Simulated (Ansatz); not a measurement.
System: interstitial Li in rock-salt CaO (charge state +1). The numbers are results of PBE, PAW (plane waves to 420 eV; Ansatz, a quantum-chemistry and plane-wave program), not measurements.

Settings: 64 host sites, the relaxed PBE lattice, the Γ point alone, smearing 0.01 eV, spin-restricted, no image-charge correction. No zero-point or tunnelling terms. The charge state is imposed; whether it is stable for some Fermi level was not computed. Sites that were not tried may lie lower.

Barriers: single points on a 2×2×2 k-point mesh shifted by half a step at the bands' geometries.

The only route run: Li moves alone to another site; the atom moves 2.42 Å along (0.00, 0.00, -0.50) of the unit cell; the moving atom starts with neighbours 4 Ca at 2.33; 4 O at 1.95 Å and ends with 4 Ca at 2.33; 4 O at 1.95 Å. Its barrier is 1.04 eV. The program found a first-order saddle point. The defect has 6 equivalent sites to jump to, 2.41 Å away. Attempt frequency: take 10 THz as a typical guess.

### Question
Estimate the defect's diffusion coefficient at 400 K, how far it wanders in 1 s, and how much an error of 0.1 eV in the barrier would matter.

### Answer
kT = 0.0345 eV, so each jump happens at Γ = ν exp(−E/kT) = 1.0e13 × exp(−30.17) ≈ 7.9e-01 s⁻¹. For uncorrelated jumps in a cubic host D = z λ² Γ / 6 = 6 × (2.41e-8 cm)² × 7.9e-01 / 6 ≈ 4.6e-16 cm²/s. The root-mean-square distance is √(6Dt) ≈ 0.5 nm. An error of 0.1 eV changes D by a factor exp(0.1/kT) ≈ 18, and the distance by its square root. This is the isolated defect's own diffusivity; trapping, its concentration and zero-point motion are left out.
